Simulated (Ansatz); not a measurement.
Consider Ta-vacancy pair (Ta on one host Ag site, one Ag site vacant) in fcc Ag, neutral cell. These are PBE, PAW (plane waves to 420 eV; Ansatz, a first-principles code) values and carry that method's errors.

Cell of 32 host sites held at the relaxed PBE lattice; a 2×2×2 k-point mesh shifted by half a step; Fermi-Dirac width 0.10 eV, spin-restricted; finite-size errors left in. Energies are static. Spin-orbit coupling is left out. Forms of the defect that were not tried may lie lower. The start lies 0.15 eV above the lowest site run (PBE).

Barriers: single points on a 4×4×4 k-point mesh shifted by half a step at the bands' geometries (they differ from the bands' own by up to 0.33 eV, and are uncertain by about as much).

Relaxed starting cell (atoms counted from 1):

```
Ag30Ta
1.0
    8.29686     0.00000     0.00000
    0.00000     8.29686     0.00000
    0.00000     0.00000     8.29686
Ta Ag
1 30
Direct
  0.99897   0.99884   0.00028
  0.99895   0.00547   0.49803
  0.99903   0.49695   0.00654
  0.99906   0.49783   0.49951
  0.49896   0.00175   0.00323
  0.49900   0.00099   0.50026
  0.49899   0.49883   0.00274
  0.49908   0.50001   0.50131
  0.99895   0.24828   0.75504
  0.99900   0.75367   0.24972
  0.99897   0.75297   0.75419
  0.49904   0.24982   0.25117
  0.49901   0.25007   0.75321
  0.49913   0.75149   0.25157
  0.49899   0.75052   0.75204
  0.24020   0.00587   0.24898
  0.24715   0.00075   0.75311
  0.24670   0.49737   0.25205
  0.24864   0.49852   0.75195
  0.75784   0.00598   0.24899
  0.75081   0.00076   0.75312
  0.75144   0.49748   0.25195
  0.74936   0.49862   0.75196
  0.24013   0.24767   0.00708
  0.24716   0.25048   0.49929
  0.24729   0.75164   0.00245
  0.24854   0.75050   0.49977
  0.75794   0.24771   0.00712
  0.75095   0.25044   0.49923
  0.75067   0.75170   0.00239
  0.74950   0.75049   0.49981
```

End state 1 differs by these moves (Å; atoms that move under 0.08 Å are left out):

```
atom  element    Δx    Δy    Δz
----  -------  ----  ----  ----
1          Ta  0.00  2.10  2.10
```

Q: Estimate the forward and backward barriers to end state 1 that PBE, PAW returns for this input.

A: forward 1.05 eV, backward 1.05 eV; at the saddle point atom 1 has neighbours 4 Ag at 2.72, 4 Ag at 3.10 Å. The saddle point's order was not checked, and it lies on a symmetry element of the cell, where a band can be held.

End state 2 differs by these moves (Å; atoms that move under 0.08 Å are left out):

```csv
atom,element,Δx,Δy,Δz
3,Ag,0.00,-2.04,1.99
```

Q: What is the computed forward and backward barriers to end state 2 (PBE, PAW)?

A: forward 0.50 eV, backward 0.64 eV; at the saddle point atom 3 has neighbours 2 Ag at 2.69, 2 Ag at 2.72, Ag at 3.06, Ag at 3.20, Ag at 3.31; Ta at 3.22 Å. The saddle point's order was not checked, and it lies on a symmetry element of the cell, where a band can be held.
